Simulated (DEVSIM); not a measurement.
System: abrupt Si p-n junction, at 300 K.

Layer 1 from the left is Si, thickness (μm) 0.210, Na (cm⁻³) 5.9e18, τn (s) 6.3e-7, τp (s) 6.3e-7. Layer 2 from the left is Si, thickness (μm) 54.0, Nd (cm⁻³) 9.1e15, τn (s) 6.3e-7, τp (s) 6.3e-7.

Left contact: ohmic. Right contact: ohmic. Voltage is applied to the left contact. Recombination: SRH at mid-gap, radiative. Mobility is μmin + (μ − μmin)/(1 + (N/Nref)^α).

This is a model device: material constants are rounded textbook-type values typed into the input, and sizes, dopings and lifetimes were drawn at random. Values at 300 K.

Si: gap (eV) 1.124, affinity (eV) 4.05, permittivity 11.7, Nc (cm⁻³) 2.86e19, Nv (cm⁻³) 3.1e19, μn (cm²/Vs) 1417, μp (cm²/Vs) 470, μn,min 52, μp,min 45, Nref,n 9.7e16, Nref,p 2.2e17, αn 0.68, αp 0.72, B (cm³/s) 4.7e-15.

Simulated with DEVSIM: 1D drift-diffusion, Boltzmann statistics, complete ionisation; no tunnelling, impact ionisation, image-force lowering or self-heating.

Dark forward current:

| |V| (V) | |J| (A/cm²) |
|---|---|
| 0.05 | 7.099e-9 |
| 0.10 | 2.545e-8 |
| 0.15 | 7.724e-8 |
| 0.20 | 2.325e-7 |
| 0.25 | 7.449e-7 |
| 0.30 | 2.722e-6 |
| 0.35 | 1.199e-5 |
| 0.40 | 6.356e-5 |
| 0.45 | 0.0003840 |
| 0.50 | 0.002493 |
| 0.55 | 0.01671 |
| 0.60 | 0.1120 |
| 0.65 | 0.6947 |
| 0.70 | 3.343 |
| 0.75 | 11.90 |
| 0.80 | 34.75 |
| 0.85 | 86.85 |
| 0.90 | 186.1 |
| 0.95 | 347.0 |
| 1.00 | 578.3 |
| 1.05 | 885.1 |
| 1.10 | 1270 |
| 1.15 | 1735 |
| 1.20 | 2281 |

Q: Work out the local ideality factor n = ΔV / (kT/q · ln(J2/J1)) between the rows 0.15 and 0.20 V, 0.50 and 0.55 V, 1.15 and 1.20 V.

A: kT/q = 25.85 mV. From 0.15 to 0.20 V: ln(2.325e-7/7.724e-8) = 1.102, n = 1.76. From 0.50 to 0.55 V: ln(0.01671/0.002493) = 1.903, n = 1.02, near the 1 of diffusion or emission over a barrier. From 1.15 to 1.20 V: ln(2281/1735) = 0.274, n = 7.07.

Q: Estimate the current at 0.55 V from the Shockley equation with J0 = Σ q ni² D/(N L) coth(W/L), τ joining the SRH, radiative and Auger lifetimes that are on, and W taken as the whole layer.

A: ni² = 1.16e20 cm⁻⁶; electrons in the p layer: μ = 131 cm²/Vs, D = 3.38 cm²/s, τ = 6.19e-7 s, L = 14.5 μm, W/L = 0.015, term 5.06e-13 A/cm²; holes in the n layer: μ = 431 cm²/Vs, D = 11.1 cm²/s, τ = 6.30e-7 s, L = 26.5 μm, W/L = 2.0, term 8.87e-12 A/cm². J0 = 9.38e-12 A/cm², and J = J0 exp(qV/kT) = 0.0163 A/cm². The simulation gives 0.0167 A/cm²; the estimate lies 2.4 % below. The estimate leaves out recombination in the depletion region and that region's share of W.
